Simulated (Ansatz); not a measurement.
Electronic density of states of amorphous Si36P8O92, density 2.36 g/cm³, on a 2×2×2 Γ-centred mesh with a Gaussian width of 0.1 eV; energies count from the Fermi level, whose place inside the gap is arbitrary. Cell and mesh are small, so fine structure isn't converged. All values below come from PBE, scalar-relativistic without spin-orbit coupling (plane waves to 420 eV, PAW; Ansatz, a program for electronic structure). Sampling: a 2×2×2 Γ-centred mesh; Fermi-Dirac width 0.02 eV; no spin polarisation. At PBE the levels at the filled edge of the gap are localised (band-tail or defect states), and the nearest spread-out levels lie 5.8 eV apart at the zone centre.

A CHGNet melt-quench gave the starting glass, which DFT then relaxed. O atoms were pushed apart under 1.9 Å during the dynamics, to hinder bonds among them. The hot cell started wider than the set density and was brought back towards it in steps. It is the lowest in DFT energy of 4 quenches. It is a model cell: composition and starting density were chosen by hand, and all elements were melted together. No dispersion term was used. A short ab initio anneal came between quench and relaxation. Its density started from a set value of 2.36 and ended at 2.36 g/cm³. The simulated quench (nominally 150 K/ps over its main leg) is rapid and tends to freeze in more defects than a deposited or slowly cooled glass has. A cell of this size samples the disorder only roughly. The volume was held where the preparation left it and the shape relaxed, at a PBE pressure of 1.7 GPa. Stress components on the final sampling reach 1.7 GPa.

(E - EF (eV), states/(eV atom)): (-12.00, 0.08); (-11.90, 0.13); (-11.80, 0.12); (-11.70, 0.10); (-11.60, 0.16); (-11.50, 0.18); (-11.40, 0.20); (-11.30, 0.21); (-11.20, 0.18); (-11.10, 0.18); (-11.00, 0.19); (-10.90, 0.17); (-10.80, 0.18); (-10.70, 0.21); (-10.60, 0.18); (-10.50, 0.18); (-10.40, 0.19); (-10.30, 0.20); (-10.20, 0.20); (-10.10, 0.15); (-10.00, 0.14); (-9.90, 0.18); (-9.80, 0.22); (-9.70, 0.22); (-9.60, 0.27); (-9.50, 0.26); (-9.40, 0.24); (-9.30, 0.28); (-9.20, 0.26); (-9.10, 0.27); (-9.00, 0.30); (-8.90, 0.33); (-8.80, 0.34); (-8.70, 0.37); (-8.60, 0.42); (-8.50, 0.46); (-8.40, 0.46); (-8.30, 0.41); (-8.20, 0.43); (-8.10, 0.47); (-8.00, 0.46); (-7.90, 0.43); (-7.80, 0.33); (-7.70, 0.16); (-7.60, 0.17); (-7.50, 0.29); (-7.40, 0.16); (-7.30, 0.17); (-7.20, 0.30); (-7.10, 0.37); (-7.00, 0.40); (-6.90, 0.39); (-6.80, 0.37); (-6.70, 0.37); (-6.60, 0.44); (-6.50, 0.45); (-6.40, 0.45); (-6.30, 0.47); (-6.20, 0.48); (-6.10, 0.52); (-6.00, 0.62); (-5.90, 0.68); (-5.80, 0.67); (-5.70, 0.67); (-5.60, 0.68); (-5.50, 0.66); (-5.40, 0.68); (-5.30, 0.75); (-5.20, 0.79); (-5.10, 0.79); (-5.00, 0.73); (-4.90, 0.73); (-4.80, 0.76); (-4.70, 0.77); (-4.60, 0.80); (-4.50, 0.81); (-4.40, 0.84); (-4.30, 0.86); (-4.20, 0.90); (-4.10, 0.94); (-4.00, 0.93); (-3.90, 0.86); (-3.80, 0.74); (-3.70, 0.67); (-3.60, 0.61); (-3.50, 0.45); (-3.40, 0.33); (-3.30, 0.39); (-3.20, 0.30); (-3.10, 0.22); (-3.00, 0.24); (-2.90, 0.30); (-2.80, 0.35); (-2.70, 0.41); (-2.60, 0.33); (-2.50, 0.18); (-2.40, 0.11); (-2.30, 0.04); (-2.20, 0.00); (-2.10, 0.00); (-2.00, 0.00); (-1.90, 0.00); (-1.80, 0.00); (-1.70, 0.00); (-1.60, 0.00); (-1.50, 0.00); (-1.40, 0.00); (-1.30, 0.00); (-1.20, 0.00); (-1.10, 0.00); (-1.00, 0.00); (-0.90, 0.00); (-0.80, 0.00); (-0.70, 0.00); (-0.60, 0.00); (-0.50, 0.00); (-0.40, 0.00); (-0.30, 0.00); (-0.20, 0.00); (-0.10, 0.00); (0.00, 0.00); (0.10, 0.00); (0.20, 0.00); (0.30, 0.00); (0.40, 0.00); (0.50, 0.00); (0.60, 0.00); (0.70, 0.00); (0.80, 0.00); (0.90, 0.00); (1.00, 0.00); (1.10, 0.00); (1.20, 0.00); (1.30, 0.00); (1.40, 0.00); (1.50, 0.00); (1.60, 0.00); (1.70, 0.00); (1.80, 0.00); (1.90, 0.00); (2.00, 0.00); (2.10, 0.00); (2.20, 0.00); (2.30, 0.01); (2.40, 0.01); (2.50, 0.00); (2.60, 0.02); (2.70, 0.03); (2.80, 0.04); (2.90, 0.04); (3.00, 0.04); (3.10, 0.05); (3.20, 0.08); (3.30, 0.07); (3.40, 0.04); (3.50, 0.06); (3.60, 0.06); (3.70, 0.07); (3.80, 0.10); (3.90, 0.12); (4.00, 0.13); (4.10, 0.15); (4.20, 0.13); (4.30, 0.13); (4.40, 0.15); (4.50, 0.15); (4.60, 0.15); (4.70, 0.17); (4.80, 0.23); (4.90, 0.26); (5.00, 0.30); (5.10, 0.32); (5.20, 0.35); (5.30, 0.38); (5.40, 0.40); (5.50, 0.43); (5.60, 0.45); (5.70, 0.48); (5.80, 0.52); (5.90, 0.54)

The level gap on this mesh is 4.73 eV; the broadening fills part of it in the curve.
